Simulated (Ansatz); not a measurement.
**Short convergence ladders for CuPd (P4mm, 2 atoms in the cell)**

```
CELL_PARAMETERS angstrom
      2.96552     0.00000     0.00000
      0.00000     2.96552     0.00000
      0.00000     0.00000     2.96552
ATOMIC_POSITIONS crystal
  Cu 0.00000 0.00000 0.01686
  Pd 0.50000 0.50000 0.50000
```

Base method: PBEsol, default PAW files made with PBE (plane waves; Ansatz, a first-principles code).

Base settings: basis.ecutwfc = 30.9 Ry; kpoints.mp_grid.grid = 11 11 11; hamiltonian.xc = pbesol; hamiltonian.pseudopotentials = {kind: paw} (the program's default PAW files); scf.occupations.method = gaussian; scf.occupations.width = 0.0073 Ry.

The count of work is k-points × plane waves × bands × iterations; it is no time. 

**The cutoff for other potential files**

Level: DFT, PBEsol, plane waves, harder PAW files (source: ansatz) made with PBE.

In this ladder: hamiltonian.pseudopotentials = {kind: paw, source: ansatz}.

The second cell is the first with its lattice scaled by 0.98.

The mesh stays at the base's, so the ladder's end is converged at best in this setting alone.

The first pressure column holds Ansatz's estimate of the finite-basis (Pulay) stress, which hides part of the cutoff error; the other is without it.

Only quantities that move along the ladder and can be compared are tabulated.

```csv
basis.ecutwfc,free energy less the last step's (meV/atom),energy of the compressed cell less the first (meV/atom),pressure (GPa),pressure without the Pulay estimate (GPa),largest difference of a force vector from the last step's (eV/Å),count of work / last
23.2 Ry,15618.57,-10.87,-9.16,-948.53,0.423,0.11
28.3 Ry,2928.85,19.72,-0.48,-233.85,0.055,0.17
36 Ry,162.33,27.89,-0.45,-20.49,0.002,0.23
43.7 Ry,4.43,26.77,-0.46,-1.21,0.000,0.28
51.4 Ry,0.98,26.74,-0.45,-0.46,0.000,0.34
61.7 Ry,0.82,26.74,-0.45,-0.47,0.000,0.46
77.2 Ry,0.36,26.74,-0.46,-0.47,0.000,0.65
102.9 Ry,0.00,26.74,-0.46,-0.46,0.000,1.0
```

Coarsest basis.ecutwfc that holds the pressure within 1 GPa of the last step, with all finer ones: 28.3 Ry, at 0.17 of the last step's count of work; the step before is off by 8.7 GPa.

Coarsest basis.ecutwfc that holds the forces within 0.02 eV/Å of the last step, with all finer ones: 36 Ry, at 0.23 of the last step's count of work; the step before is off by 0.055 eV/Å.

Coarsest basis.ecutwfc that holds the pressure without the Pulay estimate within 0.2 GPa of the last step, with all finer ones: 51.4 Ry, at 0.34 of the last step's count of work; the step before is off by 0.75 GPa.

The energy difference between the two cells stays within 1 meV/atom of the last step's from 43.7 Ry on, the total only from 51.4 Ry on: much of the error is common to both cells and cancels.

At the lowest cutoff the pressure without the Pulay estimate lies 948 GPa under the last step's, the usual sign of Pulay stress in an incomplete plane-wave basis.

**The density cutoff**

The second cell is the first with its lattice scaled by 0.98.

The mesh stays at the base's, so the ladder's end is converged at best in this setting alone.

Only quantities that move along the ladder and can be compared are tabulated.

| basis.ecutrho_ratio | free energy less the last step's (meV/atom) | energy of the compressed cell less the first (meV/atom) | pressure (GPa) |
|---|---|---|---|
| 2 | -9.18 | 28.68 | 0.34 |
| 3 | -0.18 | 26.85 | -0.42 |
| 4 | 0.00 | 26.82 | -0.44 |
| 5 | 0.00 | 26.82 | -0.43 |
| 6 | 0.00 | 26.82 | -0.43 |
| 8 | 0.00 | 26.82 | -0.43 |
| 10 | 0.00 | 26.82 | -0.43 |
| 12 | 0.00 | 26.82 | -0.43 |
| 16 | 0.00 | 26.82 | -0.43 |

Coarsest basis.ecutrho_ratio that holds the pressure within 0.05 GPa of the last step, with all finer ones: 3; the step before is off by 0.78 GPa.

Coarsest basis.ecutrho_ratio that holds the free energy within 0.5 meV/atom of the last step, with all finer ones: 3; the step before is off by 9.2 meV/atom.

Coarsest basis.ecutrho_ratio that holds the energy of the compressed cell less the first within 0.5 meV/atom of the last step, with all finer ones: 3; the step before is off by 1.9 meV/atom.

**The relaxed cell against the cutoff**

On CuPd (Pm-3m, 2 atoms in the cell): atoms on their sites.

In this ladder: relax = cell and atoms.

The mesh stays at the base's, so the ladder's end is converged at best in this setting alone.

Only quantities that move along the ladder and can be compared are tabulated.

```csv
basis.ecutwfc,relaxed volume (Å³/atom),relaxation steps
21.7 Ry,13.111,11
26.1 Ry,12.999,6
30.9 Ry,12.996,3
37.1 Ry,12.994,3
46.3 Ry,12.993,3
61.7 Ry,12.992,3
```

Coarsest basis.ecutwfc that holds the relaxed volume within 0.065 Å³/atom of the last step, with all finer ones: 26.1 Ry; the step before is off by 0.12 Å³/atom.

At the lowest cutoff the cell relaxes to a volume 0.9 % larger than at the highest. Ansatz relaxes on a stress corrected for the finite basis.

On the base run: the starting cell comes from a database of computed structures (which also holds hypothetical and non-ambient phases and stackings), without a prior relaxation at this level. Its lattice was rescaled by up to half a per cent. One atom was moved a little off its site on purpose. Spin polarisation is off.

Left out of this page: 2 runs of the series failed or unconverged.

Keys are those of Ansatz 0.2.
